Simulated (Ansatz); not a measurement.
## What biaxial strain −3.37 %, plane normal [001], relaxed out of plane does to GaN

Start from GaN in the wurtzite structure (space group P6_3mc, No. 186; a = 3.183 Å, c = 5.184 Å). Axes: x lies along a and z along c of the hexagonal cell.

The change: compressive biaxial strain of 3.37 % in the plane normal to [001], as in epitaxy on a mismatched substrate; the out-of-plane cell vector and the atoms relax.

Computed with r2SCAN (Ansatz, an electronic-structure program), no spin-orbit coupling. Γ-centred 12×12×7 mesh, Fermi–Dirac width 0.05 eV.

The space group remains P6_3mc (No. 186) and the shortest interatomic distance shrinks by 0.0382 Å, from 1.946 Å to 1.907 Å. The pressure (mean of the normal stresses, compression positive) goes from zero to 11.42 GPa and the band gap grows by 0.08 eV to 2.43 eV. The gap character is still direct at Γ and the width of the top valence band increases by 0.38 eV, from 2.85 eV to 3.23 eV. The electron mass changes from 0.17 mₑ along c, 0.19 mₑ across (at Γ) to 0.16 mₑ out of plane, 0.22 mₑ in plane (at Γ) and the valence-band top at Γ (three highest levels, from the VBM) becomes 0.00, 0.00, -0.42 eV (base: 0.00, 0.00, -0.04 eV). The out-of-plane strain comes out as +1.62 % and the ratio −ε⊥/ε∥ is 0.48. The mean in-plane stress (compression positive) is +17.1 GPa.

Final structure (turned so that z lies along the plane normal):

```
CELL_PARAMETERS angstrom
      3.07585     0.00000     0.00000
      1.53793     2.66377     0.00000
      0.00000     0.00000     5.26781
ATOMIC_POSITIONS crystal
  Ga 0.66667 0.66667 0.99653
  Ga 0.33333 0.33333 0.49653
  N  0.66667 0.66667 0.62867
  N  0.33333 0.33333 0.12867
```

Cost of the whole job for the changed cell (relaxation, final SCF and bands): roughly 70 core-seconds.

Masses are band curvatures over ±0.01 Å⁻¹ around the edge. No phonon test of stability was made.
